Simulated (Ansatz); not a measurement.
Equilibrium volume per atom of BeS (model structure, started from the PtS type, P4₂/mmc, No. 131, 4 atoms in the cell) at several levels of theory

No measured value is used here.

| level (code) | value (Å³/atom) |
|---|---|
| PBE (Ansatz) | 16.01 |
| PBEsol (Ansatz) | 15.55 |
| PBE-D3(BJ) (Ansatz) | (withheld) |

Task: Fill in the missing entries.

Result: 
- PBE-D3(BJ) (Ansatz, a first-principles code), value (Å³/atom): 15.36

Ansatz's density-functional and Hartree–Fock values are scalar-relativistic unless marked +SOC, with PAW data made under PBE.

A model structure was made by putting elements into a prototype or built by hand; it is no filed structure, need not be a known phase, and can be a saddle point held by its symmetry.
